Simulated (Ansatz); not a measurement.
Element substitutions in hypothetical NiAs type KF

Consider KF in the NiAs type structure (space group P6_3/mmc, No. 194; a = 3.739 Å, c = 6.598 Å; a hypothetical phase, not in the database extracts checked).

Each row replaces one element on all its sites; cell and atoms are relaxed.

Levels (all Ansatz, a program for electronic structure, PAW): PBE (420 eV, no spin-orbit coupling); r2SCAN (500 eV, no spin-orbit coupling).

The base cell above is that of PBE; each level relaxes its own structures.

```tsv
case	band gap, PBE	band gap, r2SCAN
F → I	3.78 eV	4.50 eV
K → H	2.46 eV	3.34 eV
K → Na	5.99 eV	7.18 eV
F → Cl	4.98 eV	5.76 eV
```

PBE lies below r2SCAN in every row, by 0.72 eV to 1.19 eV. They put the cases in the same order.

With I present, leaving out spin-orbit coupling can change the band edges. No phonon test of stability was made. As relaxed here, KI, HF, NaF and KCl are hypothetical phases, not in the database extracts checked.
